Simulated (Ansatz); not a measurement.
Base system: Sn4Pt (space group Ccce, No. 68; a = 6.424 Å, b = 11.406 Å, c = 6.409 Å). Axes: x, y, z lie along a, b, c of the conventional cell.

Calculations: PBEsol (Ansatz, a first-principles code; PAW; 420 eV plane waves; no spin-orbit coupling).

Base values:

```
Property                         Value
-----------------------------  -------
Shortest interatomic distance  2.788 Å
Pressure                       0.0 GPa
```

One thing is altered: tensor shear ε_xz = +2.32 % (engineering shear γ = 0.0464); the atoms relax in the strained cell.

Q: Predict the new energy relative to the base, largest internal atomic displacement, shortest interatomic distance and pressure.

A: The energy goes up by 8.6 meV/atom; the largest internal atomic displacement is 0.018 Å; the shortest interatomic distance decreases by 0.0304 Å (2.788 Å → 2.757 Å); the pressure (mean of the normal stresses, compression positive) goes from zero to 0.2 GPa.

Without a gap, meshes like the base's 9×9×8 leave anisotropic stresses uncertain by several tenths of a GPa, and small strain energies with them. Stability against distortions was not tested. The final runs are not spin-polarised.
